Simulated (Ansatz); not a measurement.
YP in the zinc blende structure (space group F-43m, No. 216; a hypothetical phase, not in the database extracts checked)

```
CELL_PARAMETERS angstrom
      0.00000     3.14448     3.14448
      3.14448     0.00000     3.14448
      3.14448     3.14448     0.00000
ATOMIC_POSITIONS crystal
  P  0.25000 0.25000 0.25000
  Y  0.00000 0.00000 0.00000
```

Computed with Kohn–Sham DFT with the r2SCAN functional, run in Ansatz (an electronic-structure program) with PAW and 500 eV plane waves, no spin-orbit coupling. Settings: 9×9×9 k-points, 0.05 eV Fermi–Dirac smearing.

Volume per atom: 31.09 Å³
Density: 3.20 g/cm³
Band gap: 1.94 eV, direct at X
Lowest conduction-band minima above the VBM: X along ⟨100⟩ 1.94 eV; a point along ⟨110⟩, about 0.5 Å⁻¹ from Γ 3.29 eV
Total energy: -2310.763 eV/atom (σ→0; compares only within this code and set-up)

Stability against distortions was not tested.
